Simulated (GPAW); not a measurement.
Band structure of MgAu3 (Pm-3m, 4 atoms in the cell).

```xyz
4
Lattice="4.1065 0.0000 0.0000 0.0000 4.1065 0.0000 0.0000 0.0000 4.1065" Properties=species:S:1:pos:R:3 pbc="T T T"
Mg     0.0000     0.0000     0.0000
Au     2.0533     2.0533     0.0000
Au     0.0000     2.0533     2.0533
Au     2.0533     0.0000     2.0533
```

Method of the run: PBEsol, GPAW PAW datasets PBEsol (made by gpaw-setup) (plane waves; GPAW).

Settings: mode = pw; ecut = 850 eV; xc = PBEsol; kpts = 6 6 6; mesh shift (steps) = 0 0 0; occupations.name = fermi-dirac; occupations.width = 0.1 eV; nbands = -8; convergence.forces = 0.001 eV/Å; symmetry.symmorphic = false; symmetry.tolerance = 0.0005; maxiter = 150; bandpath_npoints = 40.

The starting cell comes from a database of computed structures (which also holds hypothetical and non-ambient phases and stackings), without a prior relaxation at this level. Spin-orbit coupling is off.

Levels in eV from the Fermi level, bands 18 to 25:
```tsv
point	18	19	20	21	22	23	24	25
Γ	-2.04	-2.04	-2.04	0.49	0.49	0.49	4.09	4.09
X	-3.81	-3.69	-2.97	-2.04	4.19	4.19	4.43	4.80
M	-3.66	-3.55	-3.52	-1.56	-0.73	-0.73	6.87	6.87
R	-2.38	-2.38	-1.54	-1.54	-1.54	-1.21	1.51	1.51
```

Bands cross the Fermi level along this path, so the cell is metallic at this level.
